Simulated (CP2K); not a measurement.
# Variants of one calculation on TaGe2 (P1, 3 atoms in the cell)

```xyz
3
Lattice="4.7375 0.0000 0.0000 2.3659 4.1044 0.0000 -3.5517 -2.0522 2.3702" Properties=species:S:1:pos:R:3 pbc="T T T"
Ta    -0.0011    -0.0021    -0.0090
Ge     2.3991     1.4086     0.0089
Ge     4.7055     2.6979     0.0001
```

Base run A: PBEsol, GPW, DZVP-MOLOPT-SR-GTH basis, GTH-PBE potentials (GTH_POTENTIALS) (CP2K), self-consistent single point.

Its settings: CUTOFF = 500 Ry; REL_CUTOFF = 50 Ry; SMEAR/METHOD = MARZARI_VANDERBILT; SIGMA = 0.272 eV; KPOINTS/SCHEME = MONKHORST-PACK 7 7 9; XC_FUNCTIONAL = PBE:PBESOL; Ta/BASIS_SET = DZVP-MOLOPT-SR-GTH-q13; Ta/POTENTIAL = GTH-PBE-q13; Ge/BASIS_SET = DZVP-MOLOPT-SR-GTH-q4; Ge/POTENTIAL = GTH-PBE-q4; METHOD = GPW; EPS_DEFAULT = 1e-10; NGRIDS = 5; SCF_GUESS = ATOMIC; EPS_SCF = 1e-06; MAX_SCF = 100; ADDED_MOS = 5; MIXING/METHOD = BROYDEN_MIXING; MIXING/ALPHA = 0.2; MIXING/NBUFFER = 8.

The starting cell was generated: these elements placed on a structure prototype, without a prior relaxation; it need not be a known phase or ordering of this composition. Its atoms were displaced at random from the sites of space group no. 139. Spin polarisation is off. Values carry the incompleteness of an atom-centred basis. The potentials were made for another functional than the one used. In the base run, with a pressure of about 12 GPa the cell is away from its equilibrium volume at this level.

ΔF is the free energy per atom less that of run A. A dash stands where there is no value to compare (another energy zero or no entropy term, no result, no spin, no clean gap, or a mesh too coarse for one). Total energies depend on the potentials, the functional and any Hubbard or dispersion term, so they are compared only between runs that share all of them.

Run A gave: pressure (GPa) 11.83; largest force (eV/Å) 0.550; k-points 221.

Runs:
- B: SIGMA: 0.272 eV → 0.05 eV
- C: SIGMA: 0.272 eV → 0.1 eV; KPOINTS/SCHEME: MONKHORST-PACK 7 7 9 → MONKHORST-PACK 5 5 6; GAMMA_CENTERED: default → T
- D: CUTOFF: 500 Ry → 250 Ry
- E: PAIR_POTENTIAL/TYPE: default → DFTD3(BJ); REFERENCE_FUNCTIONAL: default → PBEsol; R_CUTOFF: default → 15 angstrom [PBEsol-D3(BJ)]
- F: EPS_SCF: 1e-06 → 1e-10
- G: XC_FUNCTIONAL: PBE:PBESOL → GGA_X_PW91 + GGA_C_PW91 [PW91]
- H: MIXING/NBUFFER: 8 → 16
- I: MIXING/ALPHA: 0.2 → 0.05

Task: What does run B change against A?

Result: The free energy hardly moves (within 1 meV/atom), the pressure stays near 11.84 GPa while the zz stress (positive for compression) goes from 9.52 to 9.88 GPa and the largest force moves little (0.550 to 0.551 eV/Å).

Task: What does run G change against A?

Result: The pressure goes from 11.83 to 15.15 GPa and the largest force goes from 0.550 to 0.536 eV/Å.

| run | ΔF (meV/atom) | pressure (GPa) | largest force (eV/Å) | k-points |
|---|---|---|---|---|
| A | 0.00 | 11.83 | 0.550 | 221 |
| B | -0.77 | 11.84 | 0.551 | 221 |
| C | -0.84 | 11.78 | 0.637 | 76 |
| D | 0.01 | 11.83 | 0.550 | 221 |
| E | – | 6.16 | 0.546 | 221 |
| F | 0.00 | 11.83 | 0.550 | 221 |
| G | – | 15.15 | 0.536 | 221 |
| H | 0.00 | 11.83 | 0.550 | 221 |
| I | 0.00 | 11.83 | 0.550 | 221 |
